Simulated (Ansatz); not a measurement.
Base system: Zr in the hcp (Mg type) structure (space group P6_3/mmc, No. 194; relaxed with 0.1 eV smearing).

```yaml
crystal:
  lattice:
    - [3.23041, 0.00000, 0.00000]
    - [-1.61520, 2.79762, 0.00000]
    - [0.00000, 0.00000, 5.17879]
  atoms:
    - { symbol: Zr, position: [0.66667, 0.33333, 0.75000] }
    - { symbol: Zr, position: [0.33333, 0.66667, 0.25000] }
```

Cartesian axes are those of the cell as printed.

The values are results of PBE/PAW in Ansatz (a quantum-chemistry and plane-wave program), without spin-orbit coupling, not measurements.

Before the change:

```
Item                            Result
-----------------------------  -------
Shortest interatomic distance  3.191 Å
Pressure                       0.0 GPa
```

One thing is altered: uniaxial strain ε_zz = +1.00 %, all other strain components held at zero, atoms relaxed at fixed cell.

Question: What does the calculation give for the shortest interatomic distance, pressure and energy relative to the base after the change?

Answer: The shortest interatomic distance goes up by 0.021 Å (3.191 Å → 3.212 Å); the pressure (mean of the normal stresses, compression positive) goes from zero to -1.0 GPa; the energy rises by 1.2 meV/atom.

No phonon test of stability was made. The final runs are not spin-polarised.
